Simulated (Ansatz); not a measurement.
## Te, response to strain

Consider Te (space group P3_121, No. 152; made of chains).

```xyz
3
Lattice="4.6235 0.0000 0.0000 -2.3118 4.0041 0.0000 0.0000 0.0000 5.9044" Properties=species:S:1:pos:R:3 pbc="T T T"
Te     1.1718     0.0000     1.9681
Te    -0.5859     1.0148     3.9362
Te     1.7259     2.9893     0.0000
```

Cartesian axes are those of the cell as printed.

Strains are applied to the cell and any free atomic positions relax.

Computed with plane-wave PAW DFT at the r2SCAN level (Ansatz, an electronic-structure program, 500 eV), without spin-orbit coupling, earlier PAW set.

Candidates:
(a) uniaxial strain ε_xx = −0.35 %
(b) uniaxial strain ε_zz = −0.79 %
(c) isotropic strain +2.82 %

For the base:

Band gap: 0.54 eV

Problem. Order them by band gap, highest first.

Solution. (b) uniaxial strain ε_zz = −0.79 % (0.58 eV), (a) uniaxial strain ε_xx = −0.35 % (0.53 eV), (c) isotropic strain +2.82 % (0.49 eV)

With Te present, leaving out spin-orbit coupling can change the band edges. Whether these cells are dynamically stable was not tested. No dispersion term is included, though the crystal is made of layers, chains or molecules, so its spacings can come out too wide.
